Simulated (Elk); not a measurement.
A self-consistent single point of LiCl (Fm-3m, 2 atoms in the cell) with Elk.

Method: PBE, all-electron FP-LAPW, Elk's shipped species files, default APW+lo basis run with Elk.

The change in words: lattice scaled by 0.98. Reference geometry:
```yaml
crystal:
  lattice:
    - [0.00000, 2.57000, 2.57000]
    - [2.57000, 0.00000, 2.57000]
    - [2.57000, 2.57000, 0.00000]
  atoms:
    - { symbol: Li, position: [0.00000, 0.00000, 0.00000] }
    - { symbol: Cl, position: [0.50000, 0.50000, 0.50000] }
```

Reference input (self-consistent single point, DFT, PBE, all-electron FP-LAPW, Elk's shipped species files, default APW+lo basis): xctype = 20; rgkmax = 7; stype = 3; swidth = 0.000367493 Ha; ngridk = 8 8 8. This run's input differs from it in these lines:

```diff
@@ -16,5 +16,5 @@
 avec
-    0.0000000000    4.8565961403    4.8565961403
-    4.8565961403    0.0000000000    4.8565961403
-    4.8565961403    4.8565961403    0.0000000000
+    0.0000000000    4.7594642175    4.7594642175
+    4.7594642175    0.0000000000    4.7594642175
+    4.7594642175    4.7594642175    0.0000000000
```

Output, abridged:

```
│ Self-consistent loop started │
│ Loop number : 1 │
 total energy                :     -471.481515690
│ Loop number : 2 │
 total energy                :     -471.459173171
RMS change in Kohn-Sham potential (target) :    21.59134641     (  0.1000000000E-05)
Absolute change in total energy (target)   :   0.2234251885E-01 (  0.1000000000E-03)
│ Loop number : 3 │
 total energy                :     -470.336204761
RMS change in Kohn-Sham potential (target) :    10.86354203     (  0.1000000000E-05)
Absolute change in total energy (target)   :    1.128554040     (  0.1000000000E-03)
│ Loop number : 4 │
   [... lines left out ...]
Absolute change in total energy (target)   :   0.1918884992E-03 (  0.1000000000E-03)
│ Loop number : 13 │
 total energy                :     -469.210316748
RMS change in Kohn-Sham potential (target) :   0.2938724797E-05 (  0.1000000000E-05)
Absolute change in total energy (target)   :   0.4693252367E-04 (  0.1000000000E-03)
│ Loop number : 14 │
 total energy                :     -469.210314447
RMS change in Kohn-Sham potential (target) :   0.6116516564E-06 (  0.1000000000E-05)
Absolute change in total energy (target)   :   0.1403454200E-04 (  0.1000000000E-03)
Convergence targets achieved

│ Loop number : 15 │

Energies :
 Fermi                       :     0.316212049547E-01
 total energy                :     -469.210314130

Density of states at Fermi energy :   0.2721150537E-06
 (states/Hartree/unit cell)

Estimated indirect band gap :   0.2402225825
 from k-point      1 to k-point      1
Estimated direct band gap   :   0.2402225825
 at k-point      1

Charges :
 core                        :    10.00000000
 valence                     :    10.00000000
 interstitial                :    2.157467744
 muffin-tins (core leakage)
  species :    1 (Li)
   atom    1                 :    2.122894874     (   0.000000000    )
  species :    2 (Cl)
   atom    1                 :    15.71963738     (  0.1540179534E-04)
 total in muffin-tins        :    17.84253226
 total calculated charge     :    19.99912834
 total charge                :    20.00000000
 error                       :   0.8716613831E-03

│ Self-consistent loop stopped │
```

The run converged in 15 iterations. The count includes the last loop, which Elk runs after its targets are met. Against the reference run the free energy goes up by 12.8 meV/atom and the gap on the mesh goes from 6.187 to 6.537 eV.

The starting cell has typed, rounded lattice constants, without a prior relaxation at this level. For this run, on top of that: lattice scaled by 0.98. Values depend on the basis (sphere radii, cutoffs, local orbitals), which need not be converged.
